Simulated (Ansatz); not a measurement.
Start from NbSi₂ (space group P6_222, No. 180; a = 4.7675 Å, c = 6.5758 Å). Axes: x lies along a and z along c of the hexagonal cell.

Computed with PBEsol (Ansatz, an electronic-structure program), spin-orbit coupling left out.

Perturbation: a pure shear with ε_yz = ε_zy = 0.0087, atoms relaxed at fixed cell.

Predict the new largest internal atomic displacement.

The largest internal atomic displacement amounts to 0.010 Å.

What does the calculation give for the energy relative to the base after the change?

The energy goes up by 1.9 meV/atom.

Without a gap, meshes like the base's 11×11×7 leave anisotropic stresses uncertain by several tenths of a GPa, and small strain energies with them. The cells carry an imposed strain or load. Stability against distortions was not tested. The final runs are not spin-polarised. An odd electron count without spin: NbSi2.
